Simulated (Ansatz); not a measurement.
Base system: a 64-atom supercell of Rh in the fcc (Cu type) structure (space group Fm-3m, No. 225; a = 3.8000 Å) at its relaxed geometry.

Level of theory: Kohn–Sham DFT with the r2SCAN functional, run in Ansatz (an electronic-structure program) with PAW and 500 eV plane waves, without spin-orbit coupling.

For the base:

```
Property    Value
--------  -------
Pressure  0.1 GPa
```

Perturbation: one Li atom is added in an open site, starting 1.61 Å from the nearest host atom, atoms relaxed at fixed cell, starting from a slightly rattled geometry.

Q: What happens to the pressure?

A: The pressure increases by 3.4 GPa (0.1 GPa → 3.5 GPa).

Q: How does this affect the final site of the added atom?

A: The final site of the added atom amounts to 6 Rh at 2.10 Å (octahedral).

Q: Estimate the effect on the largest displacement of a host atom from its site in the perfect cell.

A: The largest displacement of a host atom from its site in the perfect cell comes out as 0.20 Å.

The defect cells are neutral and carry no finite-size correction. All final runs are without spin polarisation. An odd electron count without spin: LiRh64. The defect cell is not spin-polarised.
